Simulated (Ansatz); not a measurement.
Base system: Nb in the bcc (W type) structure (space group Im-3m, No. 229; a = 3.3045 Å; relaxed with 0.1 eV smearing). Axes: x, y, z lie along the cube axes.

Level of theory: Ansatz (a program for electronic structure) r2SCAN, scalar-relativistic without spin-orbit coupling.

Strains are applied to the cell and any free atomic positions relax; under biaxial strain the out-of-plane vector relaxes too.

One change was made to it. Results:

| quantity | base | after |
|---|---|---|
| volume per atom | 18.04 Å³ | 17.79 Å³ |
| energy relative to the base (free energy F) | 0 meV/atom | +6.4 meV/atom |

**Question.** What was done to the base?
A. biaxial strain −2.50 %, plane normal [001], relaxed out of plane
B. biaxial strain −1.00 %, plane normal [001], relaxed out of plane
C. biaxial strain −1.50 %, plane normal [001], relaxed out of plane
D. biaxial strain −0.50 %, plane normal [001], relaxed out of plane

**Answer.** C, biaxial strain −1.50 %, plane normal [001], relaxed out of plane. For comparison, the energy relative to the base in the other runs: biaxial strain −1.00 %, plane normal [001], relaxed out of plane gives +2.8 meV/atom; biaxial strain −2.50 %, plane normal [001], relaxed out of plane gives +18 meV/atom; biaxial strain −0.50 %, plane normal [001], relaxed out of plane gives +0.7 meV/atom.

Whether these cells are dynamically stable was not tested. All final runs are without spin polarisation.
